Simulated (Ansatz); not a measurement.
# Sb₂O₃ (Fd-3m, No. 227)

Computed with r²SCAN in Ansatz (plane waves, PAW).

Run with plane-wave cutoff 600 eV, 6×6×6 k mesh, finite displacements, scalar-relativistic PAW data made under PBE.

Cell: relaxed at this level.

```
Property                               Result
-------------------------------------  ------
high-frequency dielectric constant       4.10
dielectric constant ε0 (ions relaxed)    8.41
```

Note: the relaxation could not lower the start's symmetry, so the cell can be a saddle point above a distorted one.

Spin–orbit coupling is not included.

Ansatz is a quantum-chemistry and plane-wave program.
